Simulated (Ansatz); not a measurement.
Base system: GaN (space group P-6m2, No. 187; a hypothetical phase, not in the database extracts checked; relaxed with 0.1 eV smearing).

```yaml
crystal:
  lattice:
    - [2.93926, 0.00000, 0.00000]
    - [-1.46963, 2.54548, 0.00000]
    - [0.00000, 0.00000, 2.65754]
  atoms:
    - { symbol: Ga, position: [0.00000, 0.00000, 0.00000] }
    - { symbol: N, position: [0.33333, 0.66667, 0.50000] }
```

Cartesian axes are those of the cell as printed.

Method: plane-wave PAW DFT at the PBEsol level (Ansatz, a first-principles code, 420 eV), without spin-orbit coupling.

Modification: tensor shear ε_xy = −1.50 % (engineering shear γ = -0.0300), atoms relaxed at fixed cell.

Q: Predict the stress tensor and what it implies for the stiffness.

A: Stress of the strained cell less that of the base (GPa, compression positive):
```
    0.1     3.7     0.0
    3.7     0.2     0.0
    0.0     0.0     0.3
```

Then −Δσ/γ with γ = 2ε = -0.0300 gives secant stiffness values (nonlinear terms included at this strain): C66 ≈ 122 GPa.

No phonon test of stability was made. The final runs are not spin-polarised.
